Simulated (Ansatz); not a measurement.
Where the default PAW files enter, the runs use the earlier of Ansatz's two default sets.

Tunnelling through a barrier is set by its complex band structure: the current falls as exp(−2κd) with the smallest κ.

Data:

```
CELL_PARAMETERS angstrom
      3.84512     0.00000     0.00000
      0.00000    15.63327    -0.13897
      0.00000    -7.59400     7.88326
ATOMIC_POSITIONS crystal
  Sb 0.25000 0.84559 0.31123
  Sb 0.75000 0.15441 0.68877
  Sb 0.75000 0.65441 0.62005
  Sb 0.25000 0.34559 0.37995
  Sb 0.75000 0.97892 0.15262
  Sb 0.25000 0.02108 0.84738
  Sb 0.25000 0.52108 0.19477
  Sb 0.75000 0.47892 0.80523
  S  0.25000 0.87543 0.93407
  S  0.75000 0.12457 0.06593
  S  0.75000 0.62457 0.18322
  S  0.25000 0.37543 0.81678
  S  0.25000 0.05065 0.42407
  S  0.75000 0.94935 0.57593
  S  0.75000 0.44935 0.32277
  S  0.25000 0.55065 0.67723
  S  0.75000 0.28888 0.48255
  S  0.25000 0.71112 0.51745
  S  0.25000 0.21112 0.90479
  S  0.75000 0.78888 0.09521
```

Space group of this cell: Pnma. The cell was relaxed by PBE-D3(BJ).

Transport runs along the normal of the first two printed cell vectors.

The gap is the functional's own, uncorrected, and κ follows it; spin-orbit coupling is left out. Mid-gap values are interpolated between the computed energies.

Task: State the band gap and the smallest decay constant κ at mid-gap according to Ansatz (an electronic-structure program) with PBEsol.

Result: Gap 1.15 eV on a 8×4×4 mesh; κ = 0.162 1/Å, at (0.125, 0.000) of the in-plane reciprocal vectors. At the zone centre, at the nearest computed energy, the slowest state has κ = 0.17 1/Å.
